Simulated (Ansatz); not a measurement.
Consider the following.

```xyz
6
Lattice="4.4800 0.0000 0.0000 0.0000 4.4800 0.0000 0.0000 0.0000 2.8677" Properties=species:S:1:pos:R:3 pbc="T T T"
Ti     0.0000     0.0000     0.0000
Ti     2.2400     2.2400     1.4338
O      1.3531     1.3531     0.0000
O      3.5931     0.8869     1.4338
O      0.8869     3.5931     1.4338
O      3.1269     3.1269     0.0000
```

No spin polarisation.

The values are results of PBEsol, PAW, 420 eV (Ansatz, a first-principles code; no SOC), earlier PAW set, not measurements. Γ-centred 7×7×11 mesh, Fermi–Dirac width 0.05 eV.

**Question.** Predict the pressure, electron mass and gap character.

**Answer.** 
* **Pressure (mean of the normal stresses, compression positive)**: 20.37 GPa
* **Electron mass**: 0.49 mₑ along c, 1.0 mₑ across (at Γ)
* **Gap character**: direct at Γ

The cells carry an imposed strain or load. Masses are band curvatures over ±0.01 Å⁻¹ around the edge. No phonon test of stability was made. All final runs are without spin polarisation. The cell was made from TiO$_{2}$ in the rutile structure (space group P4_2/mnm, No. 136) by this change: isotropic strain −2.43 %.
